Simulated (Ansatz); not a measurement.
Take ZnS in the wurtzite structure (space group P6_3mc, No. 186) as the base.

```yaml
crystal:
  lattice:
    - [3.78216, 0.00000, 0.00000]
    - [-1.89108, 3.27545, 0.00000]
    - [0.00000, 0.00000, 6.20765]
  atoms:
    - { symbol: Zn, position: [0.33333, 0.66667, 0.00042] }
    - { symbol: Zn, position: [0.66667, 0.33333, 0.50042] }
    - { symbol: S, position: [0.33333, 0.66667, 0.37458] }
    - { symbol: S, position: [0.66667, 0.33333, 0.87458] }
```

Cartesian axes are those of the cell as printed.

Computed with PBEsol (Ansatz, a first-principles code; PAW; 420 eV plane waves; no spin-orbit coupling).

Modification: uniaxial strain ε_zz = −1.80 %, all other strain components held at zero; the atoms relax in the strained cell.

**Question.** Predict the stress tensor and what it implies for the stiffness.

**Answer.** Stress of the strained cell less that of the base (GPa, compression positive):
```
   0.90    0.00    0.00
   0.00    0.90    0.00
   0.00    0.00    2.77
```

Then −Δσ_ii/ε with ε = -0.0180 gives secant stiffness values (nonlinear terms included at this strain): C33 ≈ 154 GPa, C13 ≈ 50 GPa and C23 ≈ 50 GPa.

Stability against distortions was not tested.
